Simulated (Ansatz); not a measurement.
System: interstitial F in polar orthorhombic HfO2 (charge state -1). Calculation: PBE, PAW (plane waves to 420 eV; Ansatz, an electronic-structure program).

Settings: 96 host sites, the relaxed PBE lattice, the Γ point alone, smearing 0.01 eV, spin-restricted, no image-charge correction. Static, classical nuclei. Spin-orbit coupling is left out. The host's phase is taken as given; its stability against other phases was not computed. The charge state is imposed; whether it is stable for some Fermi level was not computed. Sites that were not tried may lie lower.

Barriers: single points on a 2×2×2 k-point mesh shifted by half a step at the bands' geometries.

Relaxed starting cell (atoms counted from 1):

```
Hf32FO64
1.0
   10.58774     0.00000     0.00000
    0.00000    10.13816     0.00000
    0.00000     0.00000    10.20243
Hf O F
32 64 1
Direct
  0.25227   0.37744   0.13997
  0.26854   0.36549   0.62884
  0.26499   0.86342   0.12667
  0.26745   0.87060   0.62868
  0.76807   0.36680   0.12757
  0.76543   0.36451   0.62869
  0.76746   0.86647   0.12620
  0.76505   0.86874   0.63013
  0.48750   0.36678   0.37900
  0.47937   0.36716   0.88338
  0.48562   0.86588   0.37648
  0.48358   0.86714   0.87934
  0.98609   0.37425   0.37995
  0.98214   0.36734   0.87469
  0.98373   0.86108   0.37889
  0.98351   0.86783   0.87606
  0.23950   0.12751   0.38130
  0.23232   0.13493   0.88132
  0.23546   0.63485   0.38574
  0.23421   0.63442   0.86927
  0.73619   0.13199   0.37790
  0.73259   0.13316   0.87978
  0.73366   0.63536   0.37725
  0.73438   0.63098   0.87856
  0.01790   0.12996   0.13126
  0.01647   0.13528   0.62660
  0.01956   0.62813   0.11885
  0.01681   0.63365   0.62520
  0.51338   0.13463   0.12946
  0.51646   0.13434   0.62880
  0.51563   0.63208   0.12721
  0.51796   0.63136   0.62932
  0.42877   0.46655   0.06182
  0.43706   0.46407   0.55830
  0.43174   0.96591   0.05771
  0.43242   0.96782   0.55381
  0.92421   0.47098   0.04268
  0.93310   0.45554   0.57249
  0.93230   0.96525   0.05559
  0.93294   0.96758   0.55728
  0.31967   0.46781   0.31675
  0.31945   0.46693   0.80369
  0.31775   0.96213   0.30481
  0.31662   0.96762   0.80894
  0.82183   0.46967   0.30654
  0.81233   0.46338   0.80641
  0.81867   0.96638   0.30449
  0.81560   0.96572   0.80804
  0.06912   0.02286   0.30803
  0.06532   0.03574   0.80628
  0.09012   0.47765   0.24104
  0.06538   0.53492   0.80233
  0.56717   0.03431   0.30705
  0.56687   0.03209   0.80524
  0.56957   0.53400   0.30581
  0.56513   0.53386   0.80928
  0.18170   0.02968   0.05441
  0.18517   0.04105   0.56265
  0.18497   0.53495   0.03499
  0.19223   0.53929   0.56689
  0.68095   0.03312   0.05660
  0.68229   0.03429   0.55568
  0.68071   0.53305   0.05750
  0.68443   0.53360   0.55533
  0.14649   0.24329   0.25145
  0.13550   0.27022   0.75353
  0.13624   0.75416   0.25154
  0.13390   0.77111   0.75129
  0.64028   0.26805   0.25401
  0.63366   0.26732   0.75498
  0.63597   0.77023   0.25349
  0.63658   0.76674   0.75382
  0.10766   0.26858   0.00513
  0.11770   0.27381   0.50076
  0.11426   0.76963   0.00087
  0.12352   0.78493   0.50672
  0.61202   0.26857   0.00515
  0.61643   0.26787   0.50366
  0.61386   0.76812   0.00342
  0.61282   0.76839   0.50382
  0.35891   0.23357   0.00684
  0.36812   0.23070   0.50497
  0.36368   0.73173   0.00054
  0.36652   0.73107   0.50160
  0.86146   0.23044   0.00438
  0.86604   0.22958   0.50158
  0.86343   0.73268   0.99956
  0.85856   0.73725   0.50413
  0.39065   0.23411   0.25675
  0.38504   0.23102   0.75543
  0.38643   0.72981   0.25249
  0.38702   0.73468   0.75035
  0.89183   0.23620   0.25394
  0.88364   0.22851   0.75366
  0.88635   0.72905   0.24822
  0.88606   0.73097   0.75099
  0.02503   0.59552   0.41530
```
Cell charge -1.

End state 1 differs by these moves (Å; atoms that move under 0.08 Å are left out):

```
atom  element     Δx     Δy     Δz
----  -------  -----  -----  -----
1          Hf   0.15  -0.08  -0.12
5          Hf   0.00   0.02  -0.09
6          Hf   0.00   0.01   0.14
13         Hf   0.00  -0.10  -0.19
15         Hf  -0.02   0.08   0.04
17         Hf  -0.08   0.05  -0.05
19         Hf  -0.04  -0.01  -0.08
20         Hf   0.07   0.01   0.12
23         Hf   0.09  -0.05   0.04
25         Hf  -0.01   0.03  -0.10
28         Hf   0.04  -0.14   0.20
33          O   0.08   0.00  -0.04
37          O   0.14  -0.07   0.15
38          O   0.19  -0.25   0.97
40          O  -0.03   0.11   0.00
41          O   0.01  -0.01  -0.08
45          O  -0.07  -0.07  -0.13
46          O  -0.18  -0.13   0.36
48          O   0.00  -0.08   0.05
49          O  -0.02   0.12  -0.03
51          O  -0.11   0.48   0.49
52          O   0.06   0.11   0.32
55          O   0.00   0.02   0.08
58          O  -0.04  -0.06  -0.08
59          O   0.09   0.05   0.25
60          O  -0.10  -0.08  -0.09
63          O   0.01   0.06   0.06
64          O   0.11   0.01   0.09
65          O  -0.11   0.24  -0.04
67          O   0.01   0.15   0.03
73          O   0.08   0.02  -0.07
76          O  -0.15  -0.19  -0.02
83          O   0.05   0.02   0.06
85          O   0.07  -0.03  -0.04
86          O  -0.02   0.22  -0.03
88          O  -0.11   0.22  -0.07
93          O  -0.05  -0.07  -0.06
94          O  -0.09  -0.17   0.01
96          O  -0.04  -0.07   0.00
97          F  -0.96  -0.52   0.56
```

Task: What is the computed forward and backward barriers to end state 1 (PBE, PAW)?

Result: forward 0.30 eV, backward 0.30 eV; at the saddle point atom 97 has neighbours Hf at 2.12, Hf at 2.18, Hf at 2.64; O at 2.31, O at 2.33, O at 2.35, O at 2.43, O at 2.57, O at 2.60, O at 2.63 Å. The saddle point's order was not checked.

End state 2 differs by these moves (Å; atoms that move under 0.08 Å are left out):

```
atom  element     Δx     Δy     Δz
----  -------  -----  -----  -----
1          Hf   0.19  -0.11  -0.16
2          Hf   0.02   0.15   0.17
4          Hf  -0.03  -0.13  -0.02
10         Hf   0.11  -0.03  -0.02
13         Hf   0.06  -0.05   0.01
14         Hf  -0.02  -0.02   0.08
17         Hf  -0.08   0.03   0.02
19         Hf   0.00   0.00  -0.25
26         Hf  -0.07  -0.08   0.05
28         Hf  -0.02   0.00   0.17
33          O   0.15  -0.07  -0.03
37          O   0.07  -0.10   0.21
38          O   0.12   0.10  -0.09
41          O   0.11   0.07  -0.29
42          O   0.02  -0.13   0.31
45          O  -0.03  -0.06   0.07
50          O  -0.01   0.06   0.07
51          O  -0.27   0.60   0.54
52          O  -0.21   0.14   0.40
58          O  -0.05  -0.20  -0.05
59          O   0.02   0.01   0.23
60          O   0.09   0.30   1.03
65          O  -0.06   0.26   0.02
67          O   0.00   0.16  -0.03
68          O  -0.10   0.17   0.03
73          O   0.09   0.01  -0.02
74          O  -0.21  -0.34  -0.04
76          O  -0.10  -0.37  -0.08
81          O   0.10  -0.08  -0.03
82          O  -0.09   0.03   0.00
84          O  -0.04  -0.05  -0.05
86          O  -0.09   0.04   0.05
97          F   1.69  -1.42   0.56
```

Task: Predict the forward and backward barriers to end state 2 from PBE, PAW.

Result: forward 0.88 eV, backward 0.88 eV; at the saddle point atom 97 has neighbours Hf at 2.09, Hf at 2.21, Hf at 2.29; 2 O at 2.27, O at 2.33, O at 2.51, O at 2.61, O at 2.69 Å. The saddle point's order was not checked.
